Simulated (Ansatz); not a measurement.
InS on InS (facing atoms over hollows or bridges; InS a predicted or substrate-bound sheet, here free), space group P3m1.

The geometry comes from a PBE+D3(BJ) relaxation.

```
CELL_PARAMETERS angstrom
      3.87341     0.00000     0.00000
     -1.93670     3.35447     0.00000
      0.00000     0.00000    31.50000
ATOMIC_POSITIONS crystal
  S  0.66667 0.33333 0.28970
  In 0.33333 0.66667 0.32762
  In 0.33333 0.66667 0.41644
  S  0.66667 0.33333 0.45413
  S  0.00000 0.00000 0.54585
  In 0.66667 0.33333 0.58356
  In 0.66667 0.33333 0.67238
  S  0.00000 0.00000 0.71030
```

Computed with HSE06 (plane waves to 420 eV, PAW; Ansatz, an electronic-structure program). No spin–orbit coupling. Its k-point mesh 9×9×1, Fermi–Dirac width 0.01 eV. HSE06 ran on meshes of its own (9×9×1); its edges and gaps are taken over the mesh and over extra points off it, mostly where PBE has its edges. A dipole correction is on.

Problem. List the levels next to the gap at (0.000, 0.111, 0.000) of this cell's own (folded) zone, from the top of the valence band (the table ends after a fixed count of bands, which can cut a degenerate set).

Solution. 
```json
[
 {"band": "v4", "E − E_v (eV)": "-1.247"},
 {"band": "v3", "E − E_v (eV)": "-1.188"},
 {"band": "v2", "E − E_v (eV)": "-0.567"},
 {"band": "v1", "E − E_v (eV)": "0.000"},
 {"band": "c1", "E − E_v (eV)": "2.774"},
 {"band": "c2", "E − E_v (eV)": "3.149"},
 {"band": "c3", "E − E_v (eV)": "4.407"},
 {"band": "c4", "E − E_v (eV)": "4.455"}
]
```
